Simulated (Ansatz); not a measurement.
CuGaSe2: stress against strain

CuGaSe2 (chalcopyrite, I-42d, 21.475 Å³/atom and stress up to 0.01 GPa in the relaxed cell, c along z) under a strain ε along c (axis z), the other axes held. PBEsol in Ansatz, a plane-wave DFT program (PAW, default set), 420 eV, 8×8×8 Γ-centred mesh, Fermi-Dirac smearing 0.05 eV; ions are relaxed, or left where forces stay under 0.02 eV/Å, within the symmetry of each cell. Stress is positive for a compressed cell.

Here s stands for strain and y for stress zz.

```
strain (%)  stress zz (GPa)
----------  ---------------
-3.00                     ?
-1.50                  1.48
-0.75                  0.73
0.00                   0.00
0.75                  -0.71
1.50                  -1.41
```

Fit y of the 5 rows that show it with a straight line. Means: s 0, y 0.018. About the means, the sum of products is -5.4150 and the sum of squares of s is 5.6250; the slope is their ratio. Least squares gives y = 0.018 - 0.9627·s. Residuals (row less fit): 0.018, -0.010, -0.018, -0.006, 0.016; standard error 0.019 (degrees of freedom: 3). The slope gives the elastic constant C33 = 96.3 ± 0.8 GPa (± standard error of the fit, which holds the terms cut off).

Problem. What does the fit predict for y at s = -3.00, and how far is the calculated value from it?

Solution. y = 0.018 - 0.9627 × (-3.00) = 2.906 GPa. The calculation gives 3.02 GPa, 0.114 GPa above the prediction (2.6 % of the range of y in the table). The row lies outside the fitted rows, so this is an extrapolation. From the scatter of the fitted rows alone, a prediction at this place has a standard error of 0.031 GPa, so the miss is 3.7 times that.

A polynomial of degree 2 through the 8 other runs of the series gives 3.02 there, so most of the miss is curvature that the fit leaves out. Rows are the converged runs of the series near zero and its far end; series whose fitted rows scatter by over a few per cent of the range, as at a crossing or softening among them, aren't shown in this form, nor equations of state whose B0' disagrees with the runs' pressures. Most that stay on the fit to the last digits aren't either.
